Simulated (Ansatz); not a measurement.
The starting structures come from a database of crystals and need not be the phases stable at ambient conditions.

 Where the default PAW files enter, the runs use the earlier of Ansatz's two default sets.

Inside the gap of an insulator the Bloch states are evanescent, with a wavenumber k + iκ along the transport direction.

Consider the following.

```
CELL_PARAMETERS angstrom
      3.99356     0.00000     0.00000
      0.00000     5.68747     0.00000
      1.99678     0.00000     7.30269
ATOMIC_POSITIONS crystal
  Sr 0.34254 0.04460 0.31492
  Sr 0.65746 0.54460 0.68508
  Mg 0.91551 0.59536 0.16898
  Mg 0.08449 0.09536 0.83102
  F  0.83827 0.31016 0.32346
  F  0.16173 0.81016 0.67654
  F  0.03426 0.43052 0.93148
  F  0.96574 0.93052 0.06852
  F  0.79802 0.78907 0.40396
  F  0.20198 0.28907 0.59604
  F  0.41612 0.61328 0.16776
  F  0.58388 0.11328 0.83224
```

Space group of this cell: Cmc2_1. The cell is taken as given; by r2SCAN its mean pressure is -3.2 GPa.

Transport runs along the normal of the first two printed cell vectors.

The gap is the functional's own, uncorrected, and κ follows it; spin-orbit coupling is left out. Mid-gap values are interpolated between the computed energies.

State the band gap and the smallest decay constant κ at mid-gap according to r2SCAN (Ansatz, an electronic-structure program).

Gap 7.53 eV on a 8×6×8 mesh; κ = 0.539 1/Å, at the zone centre.
